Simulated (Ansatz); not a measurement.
Consider interstitial O in wurtzite AlN, charge state -2. Level of theory: PBE, PAW (plane waves to 420 eV; Ansatz, a quantum-chemistry and plane-wave program).

Settings: 72 host sites, the relaxed PBE lattice, the Γ point alone, smearing 0.01 eV, spin-restricted, no image-charge correction. No zero-point or tunnelling terms. The charge state is imposed; whether it is stable for some Fermi level was not computed. Sites that were not tried may lie lower.

Barriers: single points on a 2×2×2 k-point mesh shifted by half a step along c at the bands' geometries (they differ from the bands' own by up to 0.16 eV, and are uncertain by about as much).

Relaxed starting cell (atoms counted from 1):

```
CELL_PARAMETERS angstrom
      9.39076     0.00000     0.00000
     -4.69538     8.13264     0.00000
      0.00000     0.00000    10.03632
ATOMIC_POSITIONS crystal
  Al 0.21640 0.10831 0.24544
  Al 0.22467 0.11244 0.74315
  Al 0.22545 0.45148 0.25378
  Al 0.22047 0.44151 0.75234
  Al 0.22545 0.77420 0.25378
  Al 0.22047 0.77918 0.75235
  Al 0.55461 0.10979 0.24612
  Al 0.55596 0.11249 0.74857
  Al 0.55461 0.44504 0.24611
  Al 0.55596 0.44369 0.74858
  Al 0.54818 0.77420 0.25378
  Al 0.55815 0.77918 0.75235
  Al 0.89134 0.10832 0.24544
  Al 0.88721 0.11244 0.74315
  Al 0.88986 0.44504 0.24611
  Al 0.88716 0.44369 0.74858
  Al 0.89134 0.78324 0.24544
  Al 0.88721 0.77498 0.74314
  Al 0.11135 0.22328 0.49467
  Al 0.10240 0.20536 0.00310
  Al 0.11080 0.55551 0.50293
  Al 0.11148 0.55585 0.99880
  Al 0.11136 0.88829 0.49467
  Al 0.10240 0.89726 0.00310
  Al 0.44480 0.22251 0.49495
  Al 0.44546 0.22284 0.99622
  Al 0.44414 0.55551 0.50293
  Al 0.44380 0.55585 0.99881
  Al 0.44414 0.88885 0.50293
  Al 0.44380 0.88817 0.99881
  Al 0.77714 0.22251 0.49495
  Al 0.77681 0.22284 0.99622
  Al 0.77714 0.55484 0.49495
  Al 0.77681 0.55420 0.99622
  Al 0.77637 0.88829 0.49467
  Al 0.79430 0.89726 0.00311
  N  0.22273 0.11147 0.43928
  N  0.23791 0.11907 0.92690
  N  0.22416 0.44889 0.44513
  N  0.22009 0.44074 0.94245
  N  0.22416 0.77549 0.44513
  N  0.22009 0.77956 0.94245
  N  0.55449 0.10955 0.43749
  N  0.55542 0.11140 0.93958
  N  0.55449 0.44516 0.43749
  N  0.55542 0.44423 0.93958
  N  0.55076 0.77549 0.44512
  N  0.55891 0.77956 0.94246
  N  0.88817 0.11147 0.43928
  N  0.88059 0.11906 0.92690
  N  0.89010 0.44516 0.43749
  N  0.88825 0.44423 0.93958
  N  0.88818 0.77692 0.43928
  N  0.88059 0.76175 0.92690
  N  0.11889 0.23836 0.20412
  N  0.11105 0.22267 0.68554
  N  0.11182 0.55602 0.19073
  N  0.11018 0.55520 0.69334
  N  0.11889 0.88076 0.20412
  N  0.11105 0.88860 0.68554
  N  0.44330 0.22176 0.18849
  N  0.44760 0.22391 0.68407
  N  0.44363 0.55602 0.19073
  N  0.44446 0.55520 0.69334
  N  0.44363 0.88783 0.19073
  N  0.44446 0.88948 0.69333
  N  0.77789 0.22176 0.18850
  N  0.77575 0.22391 0.68407
  N  0.77789 0.55635 0.18849
  N  0.77574 0.55205 0.68407
  N  0.76130 0.88076 0.20412
  N  0.77698 0.88860 0.68554
  O  0.99971 0.99996 0.07122
```
Cell charge -2.

End state 1 differs by these moves (Å; atoms that move under 0.08 Å are left out):

```
atom  element     Δx     Δy     Δz
----  -------  -----  -----  -----
1          Al  -0.08  -0.04   0.05
3          Al   0.00  -0.05  -0.10
4          Al   0.00   0.03  -0.10
5          Al  -0.04   0.02  -0.10
6          Al   0.03  -0.01  -0.10
11         Al   0.04   0.02  -0.10
12         Al  -0.03  -0.01  -0.10
13         Al   0.08  -0.04   0.05
17         Al   0.00   0.09   0.05
20         Al   0.00   0.16  -0.13
21         Al  -0.01   0.00  -0.10
24         Al   0.14  -0.08  -0.13
25         Al   0.05   0.03   0.06
27         Al   0.01   0.00  -0.10
29         Al   0.00   0.01  -0.10
31         Al  -0.05   0.03   0.06
36         Al  -0.14  -0.08  -0.13
37          N   0.11   0.06   0.12
38          N  -0.11  -0.06   0.06
39          N   0.00  -0.04  -0.09
40          N   0.00   0.06  -0.11
41          N  -0.04   0.02  -0.09
42          N   0.05  -0.03  -0.11
47          N   0.04   0.02  -0.09
48          N  -0.05  -0.03  -0.11
49          N  -0.11   0.06   0.12
50          N   0.11  -0.06   0.06
53          N   0.00  -0.12   0.12
54          N   0.00   0.13   0.06
55          N   0.00   0.00  -0.30
58          N  -0.01   0.00  -0.09
59          N   0.00   0.00  -0.30
62          N   0.01   0.01   0.08
64          N   0.01   0.00  -0.09
66          N   0.00   0.01  -0.09
68          N  -0.01   0.01   0.08
70          N   0.00  -0.01   0.08
71          N   0.00   0.00  -0.30
73          O   0.00   0.00   2.48
```

Q: Give the forward and backward barriers to end state 1 at the level PBE, PAW.

A: forward 1.86 eV, backward 1.86 eV; at the saddle point atom 73 has neighbours 3 Al at 1.77; 3 N at 2.16 Å. The saddle point's order was not checked, and it lies on a symmetry element of the cell, where a band can be held.
